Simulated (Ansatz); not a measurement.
We consider LaWN3 (P4mm, No. 99, 5 atoms in the cell; start mp-989497), described by LDA (Ansatz, a quantum-chemistry and plane-wave program, plane waves, PAW).

Run with plane-wave cutoff 520 eV, 14×14×14 k mesh, Fermi–Dirac smearing 0.05 eV, no spin polarisation, scalar-relativistic PAW data made under PBE.

Cell (relaxed at this level):

Space group P4mm (No. 99); a = b = 3.915 Å, c = 4.083 Å, α = β = γ = 90.00°

```tsv
atom	site	symmetry	x	y	z
La	1b	4mm	0.5000	0.5000	0.3014
W	1a	4mm	0.0000	0.0000	0.7822
N	2c	2mm.	0.0000	0.5000	0.7112
N	1a	4mm	0.0000	0.0000	0.2303
```

**Question.** Estimate the bulk modulus that the calculation returns.

**Answer.** 
- bulk modulus = 175 GPa

Note: the bulk modulus is −V dP/dV from two relaxed cells at ±2 % in volume; the relaxation could not lower the start's symmetry, so the cell can be a saddle point above a distorted one.

Spin–orbit coupling is not included; it can open a gap where bands touch, and shift volumes and moduli.

The result took roughly 18 core-minutes.

A start named mp-… is a Materials Project structure, which need not be a measured phase.
